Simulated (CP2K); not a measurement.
Band structure of Nb6SnGe (Pm-3, 8 atoms in the cell).

```
CELL_PARAMETERS angstrom
      5.25768     0.00000     0.00000
      0.00000     5.25768     0.00000
      0.00000     0.00000     5.25768
ATOMIC_POSITIONS crystal
  Nb 0.00000 0.50000 0.74219
  Nb 0.00000 0.50000 0.25781
  Nb 0.74219 0.00000 0.50000
  Nb 0.25781 0.00000 0.50000
  Nb 0.50000 0.74219 0.00000
  Nb 0.50000 0.25781 0.00000
  Sn 0.00000 0.00000 0.00000
  Ge 0.50000 0.50000 0.50000
```

Level of theory: PBEsol, GPW, DZVP-MOLOPT-SR-GTH basis, GTH-PBE potentials (GTH_POTENTIALS) in CP2K.

Settings: CUTOFF = 500 Ry; REL_CUTOFF = 50 Ry; SMEAR/METHOD = GAUSSIAN; SIGMA = 0.1 eV; KPOINTS/SCHEME = MONKHORST-PACK 4 4 4; GAMMA_CENTERED = T; XC_FUNCTIONAL = PBE:PBESOL; Nb/BASIS_SET = DZVP-MOLOPT-SR-GTH-q13; Nb/POTENTIAL = GTH-PBE-q13; Sn/BASIS_SET = DZVP-MOLOPT-SR-GTH-q4; Sn/POTENTIAL = GTH-PBE-q4; Ge/BASIS_SET = DZVP-MOLOPT-SR-GTH-q4; Ge/POTENTIAL = GTH-PBE-q4; METHOD = GPW.

The starting cell comes from a database of computed structures (which also holds hypothetical and non-ambient phases and stackings), without a prior relaxation at this level. Spin polarisation is off. Values carry the incompleteness of an atom-centred basis. The potentials were made for another functional than the one used.

Levels in eV from the Fermi level, bands 40 to 45:
```
point     40     41     42     43     44    45
-----  -----  -----  -----  -----  -----  ----
Γ      -0.63  -0.63  -0.63  -0.10  -0.10  1.71
X      -1.03  -0.93  -0.79  -0.53  -0.34  1.34
M       0.05   0.11   0.12   0.44   0.47  0.55
R      -0.35   0.10   0.10   0.10   0.13  0.13
```

Bands cross the Fermi level along this path, so the cell is metallic at this level.

Higher empty bands are left out: an atom-centred basis made for the valence describes them poorly.
